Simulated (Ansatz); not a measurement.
System: EuCl₃ (within 0.1 Å of P2₁/m, No. 11; cell taken from a computed entry). Method: r²SCAN-D4 (Ansatz, a program for electronic structure, plane waves, PAW).

Run with plane-wave cutoff 500 eV, 6×10×6 k mesh (along the axes of the cell as run), Fermi–Dirac smearing 0.05 eV, spin-polarised start, scalar-relativistic PAW data made under PBE.

Computed at the level's own relaxed cell.

### Question
Predict the equilibrium volume per atom.

### Answer

equilibrium volume per atom: 24.93 Å³/atom

Note: the magnetic order was assumed, not searched for or taken from measurement; the 4f shell is treated without U or exact exchange, so its levels and filling can be wrong.

Spin–orbit coupling is not included.

Cost on a shared machine: about 70 core-minutes (a rough figure).
